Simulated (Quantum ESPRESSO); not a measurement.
Checking a run of Quantum ESPRESSO on TlIn (R-3m, 2 atoms in the cell). The aim is a self-consistent single point with DFT, PBEsol, plane waves, GBRV 1.5 ultrasoft (PBESOL) pseudopotentials.

Cell that was meant: a = 5.8247 Å, b = 5.8247 Å, c = 5.8247 Å, α = 33.54°, β = 33.54°, γ = 33.54°.

Part of the input:

```fortran
  degauss = 0.0036749
/
&ELECTRONS
  conv_thr = 1.0d-1
  mixing_beta = 0.3
/
ATOMIC_SPECIES
```

Log, with long lists cut:

```
     Message from routine setup:
     using ibrav=0 with symmetry is DISCOURAGED, use correct ibrav instead
     G-vector sticks info
   [... lines left out ...]
        k(    2) = (   0.0000000  -0.1818868   0.0321397), wk =   0.0090158
        k(    3) = (   0.0000000  -0.3637735   0.0642794), wk =   0.0090158
   [... 143 lines left out ...]

     Dense  grid:    17351 G-vectors     FFT dimensions: (  50,  50,  50)

     Smooth grid:    12413 G-vectors     FFT dimensions: (  45,  45,  45)

     Initial potential from superposition of free atoms

     starting charge      24.4956, renormalised to      26.0000

     negative rho (up, down):  5.336E-02 0.000E+00
     Self-consistent Calculation

     iteration #  1     ecut=    40.00 Ry     beta= 0.30

---- Real-time Memory Report at c_bands before calling an iterative solver
           118 MiB given to the printing process from OS
            86 MiB allocation reported by mallinfo(arena+hblkhd)
------------------

     negative rho (up, down):  5.181E-02 0.000E+00

     total energy              =    -277.79605878 Ry
     estimated scf accuracy    <       1.82753883 Ry

     iteration #  2     ecut=    40.00 Ry     beta= 0.30

   [... lines left out ...]
            91 MiB allocation reported by mallinfo(arena+hblkhd)
------------------

     negative rho (up, down):  5.122E-02 0.000E+00

     total energy              =    -277.83411960 Ry
     estimated scf accuracy    <       0.22885118 Ry

     iteration #  3     ecut=    40.00 Ry     beta= 0.30

---- Real-time Memory Report at c_bands before calling an iterative solver
           173 MiB given to the printing process from OS
            93 MiB allocation reported by mallinfo(arena+hblkhd)
------------------

     negative rho (up, down):  5.097E-02 0.000E+00
     End of self-consistent calculation

     the Fermi energy is    10.6723 ev

!    total energy              =    -277.88353548 Ry
     estimated scf accuracy    <       0.00992953 Ry
     smearing contrib. (-TS)   =       0.00000734 Ry
     internal energy E=F+TS    =    -277.88354282 Ry

     convergence has been achieved in   3 iterations

     negative rho (up, down):  5.097E-02 0.000E+00

     Forces acting on atoms (cartesian axes, Ry/au):

     atom    1 type  1   force =    -0.00000000   -0.00000000    0.00000000
     atom    2 type  2   force =     0.00000000    0.00000000   -0.00000000

     Total force =     0.000000     Total SCF correction =     0.000000

     negative rho (up, down):  5.097E-02 0.000E+00
          total   stress  (Ry/bohr**3)                   (kbar)     P=     -600.08
  -0.00391066   0.00000000   0.00000000         -575.28        0.00        0.00
   0.00000000  -0.00391066   0.00000000            0.00     -575.28        0.00
   0.00000000   0.00000000  -0.00441651            0.00        0.00     -649.69

   JOB DONE.
```

**Question.** Is anything amiss in this input, and did it matter?

**Answer.** The run is not sound. The fault is a convergence threshold that is too loose. A loop that stops early leaves an energy error of second order in the density error, but errors of first order in forces and stress. To fix it, tighten the threshold. The run converged in 3 iterations without an error; against the sound input the free energy rises by 54.5 meV/atom and the pressure goes from -1.20 to -60.01 GPa.

The sound input it was made from differs as follows (other fixes are possible):
```diff
-  conv_thr = 1.0d-1
+  conv_thr = 1.0d-9
```

With that input, the run converged in 12 iterations: free energy E − TS -3780.9072 eV; Fermi level (on the code's own zero) 10.61 eV; pressure -1.20 GPa (DFT, PBEsol, plane waves, GBRV 1.5 ultrasoft (PBESOL) pseudopotentials).

On the sound input: the starting cell comes from a database of computed structures (which also holds hypothetical and non-ambient phases and stackings), without a prior relaxation at this level. Its lattice was rescaled by a random factor within 2.5 % of one.
